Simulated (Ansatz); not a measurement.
An ideal cubic perovskite cell is held by its symmetry; such compounds can tilt or shift off centre at room temperature. The starting structures come from a database of crystals and need not be the phases stable at ambient conditions.

 Where the default PAW files enter, the runs use the earlier of Ansatz's two default sets.

Tunnelling through a barrier is set by its complex band structure: the current falls as exp(−2κd) with the smallest κ.

Here is the system:

```yaml
crystal:
  lattice:
    - [4.48173, 0.00000, 0.00000]
    - [0.00000, 4.48173, 0.00000]
    - [0.00000, 0.00000, 4.48173]
  atoms:
    - { symbol: K, position: [0.50000, 0.50000, 0.50000] }
    - { symbol: Ca, position: [0.00000, 0.00000, 0.00000] }
    - { symbol: F, position: [0.00000, 0.50000, 0.00000] }
    - { symbol: F, position: [0.50000, 0.00000, 0.00000] }
    - { symbol: F, position: [0.00000, 0.00000, 0.50000] }
```

Space group of this cell: Pm-3m, cubic perovskite. The cell is taken as given; by r2SCAN its mean pressure is -2.2 GPa.

Transport runs along the normal of the first two printed cell vectors, the (001) plane of the conventional cell.

No gap correction and no spin-orbit coupling; mid-gap values are interpolated between computed energies.

**Question.** Estimate the band gap and the smallest decay constant κ at mid-gap that r2SCAN (Ansatz, a first-principles code) returns for this system.

**Answer.** Gap 6.93 eV on a 8×8×8 mesh; κ = 0.508 1/Å, at the zone centre.
